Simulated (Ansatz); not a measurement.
N vacancy (V_N) in wurtzite AlN (start: the N site; 96-site cell, 2×2×2 shifted sampling), Al-rich (Δμ(N) = -2.74 eV; only phases computed here count, gases as isolated molecules at 0 K). The numbers are results of PBE, PAW (plane waves to 420 eV; Ansatz, a first-principles code), not measurements. In charge state 0 (moment 1.0 μB) the formation energy is 3.03 eV. The crystal has 4.70 × 10^22 N sites per cm³.

Estimate the equilibrium concentration at 900 K in the dilute limit, leaving out vibrational entropy and degeneracy.

kT = 0.0776 eV; c = N exp(−E_f / kT) = 4.70 × 10^22 × exp(−39.1) ≈ 5 × 10^5 cm^-3. An error of 0.2 eV in E_f moves this by a factor of 13.
